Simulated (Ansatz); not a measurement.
## Pressure series in hypothetical zinc blende PbS

The reference is PbS in the zinc blende structure (space group F-43m, No. 216; a = 6.648 Å; a hypothetical phase, not in the database extracts checked).

Cell and atoms are relaxed at each pressure.

Computed with Ansatz (a program for electronic structure), PBE, PAW, cutoff 420 eV, no SOC.

| pressure (GPa) | band gap (eV) |
|---|---|
| -2 | 0.98 |
| -1 | 0.91 |
| 0 | 0.84 |
| 0.3 | 0.83 |
| 0.7 | 0.80 |
| 1.5 | 0.75 |
| 5 | ? |
| 7.5 | 0.40 |
| 10 | 0.27 |

**Question.** Fit E_g = E₀ + αP + βP² to the rows shown and predict the withheld row.

**Answer.** Least squares on the printed values gives E₀ = 0.85 eV, α = -65.1 meV/GPa, β = 0.76 meV/GPa² (largest residual 0.01 eV); this predicts 0.54 eV, and the run gives 0.54 eV, in agreement.

Spin-orbit coupling, missing from the scalar runs, can matter with Pb. Load acts through the strain it causes; cell and atoms are relaxed under it. No phonon test of stability was made. Competing high-pressure phases were not computed. The zero or small gap of PbS under pressure 10 GPa can change with the level of theory.
